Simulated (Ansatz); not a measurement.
The cell is made up: elements placed on another compound's structure type, so the phase may be hypothetical.

By PBEsol, the system below comes out a metal.

The ballistic (Sharvin) conductance counts the channels at the Fermi level: G/A = (e²/h) × channels of both spins per area.

Consider the following.

```xyz
4
Lattice="2.8309 0.0001 0.0000 1.4154 2.4517 0.0000 1.4154 0.8172 6.3165" Properties=species:S:1:pos:R:3 pbc="T T T"
Rh     2.8309     1.6345     3.1582
Ir     0.0000     0.0000     0.0000
N      1.4154     0.8172     4.4067
N      4.2463     2.4517     1.9098
```

Space group of this cell: R-3m. The cell was relaxed by PBE-D3(BJ); by PBEsol its mean pressure is -4.3 GPa.

The current flows along the normal of the first two printed cell vectors. No spin-orbit coupling; the value is a mean over 0.1 eV about the Fermi level.

State the ballistic conductance per area according to PBEsol (Ansatz, a quantum-chemistry and plane-wave program).

1.5 × 10¹⁵ S/m² for both spins.
